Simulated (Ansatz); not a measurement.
The starting structures come from a database of crystals and need not be the phases stable at ambient conditions.

Input:

```xyz
12
Lattice="6.2251 0.0000 0.0000 3.1126 11.3178 -0.1187 3.1126 -0.8245 3.0014" Properties=species:S:1:pos:R:3 pbc="T T T"
Ba     4.6689     7.0654     0.3271
Ba     4.6689     3.4278     2.5556
Sn     7.7814     0.8670     1.8521
Sn     7.7814     9.6262     1.0306
F      6.2251     8.5982     2.3621
F      9.3377     8.5982     2.3621
F      3.1126     1.8950     0.5206
F      6.2251     1.8950     0.5206
F      6.2251     5.2466     1.4414
F      3.1126     5.2466     1.4414
F      7.7814     2.8885     2.4075
F      7.7814     7.6047     0.4752
```

Space group of this cell: P4/nmm. The cell was relaxed by PBE-D3(BJ); by PBEsol its mean pressure is -2.2 GPa.

Transport runs along the normal of the first two printed cell vectors, the (111) plane of the conventional cell.

The gap is the functional's own, uncorrected, and κ follows it; spin-orbit coupling is left out. Mid-gap values are interpolated between the computed energies.

Task: State the band gap and the smallest decay constant κ at mid-gap according to Ansatz (an electronic-structure program) with PBEsol.

Result: Gap 3.49 eV on a 10×10×10 mesh; κ = 0.320 1/Å, at (0.000, 0.500) of the in-plane reciprocal vectors. At the zone centre, at the nearest computed energy, the slowest state has κ = 0.33 1/Å.
